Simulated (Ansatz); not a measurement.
Take NbAgO3 in the cubic perovskite structure (space group Pm-3m, No. 221; a = 3.950 Å; a cell from a computed database, its experimental status unchecked) as the base.

It is then changed as follows: cell and atoms relaxed at a pressure of 5 GPa.

Levels (all Ansatz, an electronic-structure program, PAW): PBEsol (420 eV, no spin-orbit coupling); HSE06 (420 eV, without spin-orbit coupling).

The geometry is relaxed with PBEsol.

| Item | Result |
|---|---|
| PBEsol lowest conduction level above the VBM at special points | X 1.43 eV; Γ 1.62 eV; R 3.36 eV |

With HSE06 at the same geometry, the lowest conduction level above the VBM at special points changes from X 1.43 eV; Γ 1.62 eV; R 3.36 eV to X 2.78 eV; Γ 2.92 eV; R 5.37 eV.

Single points use the geometry relaxed with PBEsol. HSE06 was sampled on its mesh, a few special points and the semilocal edge points, so its gap is an upper bound. The levels and masses belong to the bands next to the band gap. Load acts through the strain it causes; cell and atoms are relaxed under it. Stability against distortions was not tested. Competing high-pressure phases were not computed. Many cubic perovskites are stable only at high temperature; tilts and polar distortions were not tested.
